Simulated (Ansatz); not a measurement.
**Pressure series in Sr3SnO**

The reference is Sr₃SnO in the anti-perovskite structure (space group Pm-3m, No. 221; a = 5.092 Å).

Cell and atoms are relaxed at each pressure.

Level of theory: PBEsol/PAW in Ansatz (an electronic-structure program), no spin-orbit coupling.

Notes on the quantities. enthalpy: H = E + PV relative to the base's energy.

| variant | shortest interatomic distance | enthalpy |
|---|---|---|
| base | 2.546 Å | – |
| pressure −2 GPa | 2.584 Å | -0.34 eV/atom |
| pressure −1 GPa | 2.564 Å | -0.17 eV/atom |
| pressure 0.3 GPa | 2.541 Å | +0.05 eV/atom |
| pressure 0.7 GPa | 2.534 Å | +0.11 eV/atom |
| pressure 1.5 GPa | 2.522 Å | +0.24 eV/atom |
| pressure 3 GPa | 2.500 Å | +0.48 eV/atom |
| pressure 5 GPa | 2.475 Å | +0.79 eV/atom |
| pressure 7.5 GPa | 2.447 Å | +1.16 eV/atom |
| pressure 10 GPa | 2.423 Å | +1.52 eV/atom |

Load acts through the strain it causes; cell and atoms are relaxed under it. No phonon test of stability was made. Competing high-pressure phases were not computed. All final runs are without spin polarisation.
